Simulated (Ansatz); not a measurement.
Start from GaAs in the zinc blende structure (space group F-43m, No. 216; a = 5.659 Å).

Modification: a fraction x = 0.75 of the Ga sites is given to In, ordered in a cell of 8 atoms (starting symmetry Amm2) and fully relaxed.

The other end (x = 1) is InAs in the zinc blende structure (space group F-43m, No. 216): 28.20 Å³/atom, gap zero.

Levels (all Ansatz, a quantum-chemistry and plane-wave program, PAW, earlier PAW set): PBEsol (420 eV, spin-orbit coupling left out); HSE06 (420 eV, scalar-relativistic without spin-orbit coupling).

The geometry is relaxed with PBEsol.

```
Quantity         Value
---------------  -----
PBEsol band gap   zero
```

Problem. How does going to HSE06 change the band gap?

Solution. The band gap changes from zero to 0.39 eV.

Single points use the geometry relaxed with PBEsol. HSE06 was sampled on its mesh, a few special points and the semilocal edge points, so its gap is an upper bound. These are small ordered cells, not random alloys; other orderings at the same x differ. Whether these cells are dynamically stable was not tested. The final runs are not spin-polarised. Gaps under 0.05 eV, about the width of the smearing, are given as zero. A zero or small gap of In3GaAs4 and InAs can be the functional's error rather than a property of the material.
